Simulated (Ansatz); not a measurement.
Given:

```yaml
crystal:
  lattice:
    - [3.12225, 0.00000, 0.00000]
    - [1.56113, 2.70395, 0.00000]
    - [1.56113, -0.90132, 2.60214]
  atoms:
    - { symbol: B, position: [0.99867, 0.00067, 0.00200] }
    - { symbol: P, position: [0.50133, 0.24933, 0.74800] }
```

No spin polarisation.

Level of theory: Ansatz (a quantum-chemistry and plane-wave program), LDA, PAW, cutoff 420 eV, no spin-orbit coupling. k-mesh 13×13×13 (Γ-centred); smearing 0.05 eV (Fermi–Dirac).

Q: Predict the band gap and pressure.

A: The band gap is 1.01 eV and the pressure (mean of the normal stresses, compression positive) comes out as 5.61 GPa.

The cells carry an imposed strain or load. Whether these cells are dynamically stable was not tested. The cell was made from BP in the zinc blende structure (space group F-43m, No. 216) by this change: biaxial strain −1.67 %, plane normal [111], relaxed out of plane.
